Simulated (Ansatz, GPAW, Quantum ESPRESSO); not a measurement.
**NiGePd (P4/nmm, 6 atoms in the cell) computed with different codes at matched settings**

Self-consistent single point, at a second geometry (lattice scaled by 0.98). First geometry:

```
CELL_PARAMETERS angstrom
      3.61740     0.00000     0.00000
      0.00000     3.61740     0.00000
      0.00000     0.00000     6.22999
ATOMIC_POSITIONS crystal
  Ni 0.50000 0.50000 0.00000
  Ni 0.00000 0.00000 0.00000
  Ge 0.50000 0.00000 0.24401
  Ge 0.00000 0.50000 0.75599
  Pd 0.50000 0.00000 0.63975
  Pd 0.00000 0.50000 0.36025
```

Shared settings, as Ansatz (a program for electronic structure) writes them: kpoints.mp_grid.grid = 7 7 5; scf.occupations.method = gaussian; scf.occupations.width = 0.136 eV. Potentials and cutoffs stand in the table.

| code | model | ΔF from the first geometry (meV/atom) | pressure (GPa) | largest force (eV/Å) | cutoff |
|---|---|---|---|---|---|
| Quantum ESPRESSO | PBEsol, PSlibrary ultrasoft (PBE) pseudopotentials | 22.2 | 10.73 | 0.366 | 50 Ry |
| GPAW | PBEsol, GPAW PAW datasets PBEsol (made by gpaw-setup) | 14.4 | 9.38 | 0.392 | 850 eV |
| Ansatz | PBEsol, PAW files made with PBE | 8.3 | 7.88 | 0.273 | 420 eV |

For Quantum ESPRESSO (by 0.5 GPa) the energy change implies a higher mean pressure, against the two pressures, than for the other programs: a sign of finite-basis (Pulay) stress.

Size of the force on each atom (eV/Å): Sizes of forces hide their directions.

```
code                Ni1    Ni2    Ge3    Ge4    Pd5    Pd6
----------------  -----  -----  -----  -----  -----  -----
Quantum ESPRESSO  0.000  0.000  0.366  0.366  0.092  0.092
GPAW              0.000  0.000  0.392  0.392  0.010  0.010
Ansatz            0.000  0.000  0.273  0.273  0.030  0.030
```

On Ansatz's run: spin polarisation is off.

The spread over the programs that give each value: ΔF from the first geometry within 13.9 meV/atom; pressure within 2.85 GPa; largest force within 0.119 eV/Å.

Ansatz's pressure is given at a fixed set of plane waves, as the other plane-wave codes print theirs; with its correction for the finite basis it is 7.96 GPa. In the force vectors, Ansatz (by 0.093) lies more than 0.08 eV/Å from the median of the plane-wave programs.

The starting cell comes from a database of computed structures (which also holds hypothetical and non-ambient phases and stackings), without a prior relaxation at this level. Its lattice was rescaled by a random factor within 2.5 % of one. For this run, on top of that: lattice scaled by 0.98.

Keys are those of Ansatz 0.2.
